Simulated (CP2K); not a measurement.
A self-consistent single point of PbN2O6 (Pa-3, 36 atoms in the cell) with CP2K.

Method: PBEsol, GPW, SZV-MOLOPT-SR-GTH basis, GTH-PBE potentials (GTH_POTENTIALS) run with CP2K.

```yaml
crystal:
  lattice:
    - [7.82245, 0.00000, 0.00000]
    - [0.00000, 7.82245, 0.00000]
    - [0.00000, 0.00000, 7.82245]
  atoms:
    - { symbol: Pb, position: [0.00000, 0.50000, 0.50000] }
    - { symbol: Pb, position: [0.50000, 0.50000, 0.00000] }
    - { symbol: Pb, position: [0.50000, 0.00000, 0.50000] }
    - { symbol: Pb, position: [0.00000, 0.00000, 0.00000] }
    - { symbol: N, position: [0.34698, 0.34698, 0.34698] }
    - { symbol: N, position: [0.65302, 0.65302, 0.65302] }
    - { symbol: N, position: [0.15302, 0.65302, 0.84698] }
    - { symbol: N, position: [0.84698, 0.34698, 0.15302] }
    - { symbol: N, position: [0.84698, 0.15302, 0.65302] }
    - { symbol: N, position: [0.15302, 0.84698, 0.34698] }
    - { symbol: N, position: [0.65302, 0.84698, 0.15302] }
    - { symbol: N, position: [0.34698, 0.15302, 0.84698] }
    - { symbol: O, position: [0.77617, 0.28628, 0.02161] }
    - { symbol: O, position: [0.22383, 0.71372, 0.97839] }
    - { symbol: O, position: [0.72383, 0.71372, 0.52161] }
    - { symbol: O, position: [0.27617, 0.28628, 0.47839] }
    - { symbol: O, position: [0.27617, 0.21372, 0.97839] }
    - { symbol: O, position: [0.72383, 0.78628, 0.02161] }
    - { symbol: O, position: [0.22383, 0.78628, 0.47839] }
    - { symbol: O, position: [0.77617, 0.21372, 0.52161] }
    - { symbol: O, position: [0.02161, 0.77617, 0.28628] }
    - { symbol: O, position: [0.97839, 0.22383, 0.71372] }
    - { symbol: O, position: [0.52161, 0.72383, 0.71372] }
    - { symbol: O, position: [0.47839, 0.27617, 0.28628] }
    - { symbol: O, position: [0.97839, 0.27617, 0.21372] }
    - { symbol: O, position: [0.02161, 0.72383, 0.78628] }
    - { symbol: O, position: [0.47839, 0.22383, 0.78628] }
    - { symbol: O, position: [0.52161, 0.77617, 0.21372] }
    - { symbol: O, position: [0.28628, 0.02161, 0.77617] }
    - { symbol: O, position: [0.71372, 0.97839, 0.22383] }
    - { symbol: O, position: [0.71372, 0.52161, 0.72383] }
    - { symbol: O, position: [0.28628, 0.47839, 0.27617] }
    - { symbol: O, position: [0.21372, 0.97839, 0.27617] }
    - { symbol: O, position: [0.78628, 0.02161, 0.72383] }
    - { symbol: O, position: [0.78628, 0.47839, 0.22383] }
    - { symbol: O, position: [0.21372, 0.52161, 0.77617] }
```

Reference input (self-consistent single point, DFT PBEsol, GPW, DZVP-MOLOPT-SR-GTH basis, GTH-PBE potentials (GTH_POTENTIALS)): CUTOFF = 450 Ry; REL_CUTOFF = 50 Ry; SMEAR/METHOD = GAUSSIAN; SIGMA = 0.01 eV; KPOINTS/SCHEME = MONKHORST-PACK 3 3 3; XC_FUNCTIONAL = PBE:PBESOL; Pb/BASIS_SET = DZVP-MOLOPT-SR-GTH-q4; Pb/POTENTIAL = GTH-PBE-q4; N/BASIS_SET = DZVP-MOLOPT-SR-GTH-q5; N/POTENTIAL = GTH-PBE-q5; O/BASIS_SET = DZVP-MOLOPT-SR-GTH-q6; O/POTENTIAL = GTH-PBE-q6. This run's input differs from it in these lines:

```diff
@@ -108,3 +108,3 @@
     &KIND Pb
-      BASIS_SET DZVP-MOLOPT-SR-GTH-q4
+      BASIS_SET SZV-MOLOPT-SR-GTH-q4
       POTENTIAL GTH-PBE-q4
@@ -112,3 +112,3 @@
     &KIND N
-      BASIS_SET DZVP-MOLOPT-SR-GTH-q5
+      BASIS_SET SZV-MOLOPT-SR-GTH-q5
       POTENTIAL GTH-PBE-q5
@@ -116,3 +116,3 @@
     &KIND O
-      BASIS_SET DZVP-MOLOPT-SR-GTH-q6
+      BASIS_SET SZV-MOLOPT-SR-GTH-q6
       POTENTIAL GTH-PBE-q6
```

Log, with long lists cut:

```
 SCF WAVEFUNCTION OPTIMIZATION

  Step     Update method      Time    Convergence         Total energy    Change
     1 NoMix/Diag. 0.40E+00      -     1.30517308      -477.2121698298 -4.77E+02
     2 Broy./Diag. 0.40E+00      -     0.43152956      -468.6114697381  8.60E+00
     3 Broy./Diag. 0.40E+00      -     0.01782159      -474.3453885328 -5.73E+00
     4 Broy./Diag. 0.40E+00      -     0.02272588      -474.0415930517  3.04E-01
     5 Broy./Diag. 0.40E+00      -     0.00193677      -474.2359299751 -1.94E-01
     6 Broy./Diag. 0.40E+00      -     0.00066060      -473.8615115014  3.74E-01
     7 Broy./Diag. 0.40E+00      -     0.00024023      -473.8248767966  3.66E-02
     8 Broy./Diag. 0.40E+00      -     0.00019028      -473.8190037345  5.87E-03
     9 Broy./Diag. 0.40E+00      -     0.00003316      -473.8210049083 -2.00E-03
    10 Broy./Diag. 0.40E+00      -     0.00000329      -473.8193621579  1.64E-03
    11 Broy./Diag. 0.40E+00      -     0.00000234      -473.8196324231 -2.70E-04
    12 Broy./Diag. 0.40E+00      -     0.00000009      -473.8196904745 -5.81E-05
  *** SCF run converged in    12 steps ***

  Overlap energy of the core charge distribution:               0.00000006156755
  Self energy of the core charge distribution:              -1224.67127555082379
  Core Hamiltonian energy:                                    350.25217559974664
  Hartree energy:                                             507.17787945488590
  Exchange-correlation energy:                               -106.57847003984000
  Smearing free energy correction:                              0.00000000000000
  Fermi energy:                                                 0.10837979794822

  Total energy:                                              -473.81969047446375
  Total energy (extrapolated to sigma->0):                   -473.81969047446375

   [... lines left out ...]

 STRESS| Analytical stress tensor [bar]
 STRESS|                        x                   y                   z
 STRESS|      x        3.67093176854E+05   8.29598788976E-06   8.31253904563E-06
 STRESS|      y        8.29598788976E-06   3.67093176854E+05   8.31393642987E-06
 STRESS|      z        8.31253904563E-06   8.31393642987E-06   3.67093176854E+05
 STRESS| 1/3 Trace                                             3.67093176854E+05
```

The run converged in 12 iterations. Against the reference run the free energy rises by 1.89 eV/atom, the pressure goes from 2.31 to 36.71 GPa, the largest force goes from 0.372 to 11.19 eV/Å and the gap on the mesh goes from 3.759 to 3.272 eV.

The starting cell comes from a database of computed structures (which also holds hypothetical and non-ambient phases and stackings), without a prior relaxation at this level. Spin-orbit coupling is off. Values carry the incompleteness of an atom-centred basis. The potentials were made for another functional than the one used. Forces in this geometry exceed 1 eV/Å.

Cost on one core of a shared machine: roughly 40 s.
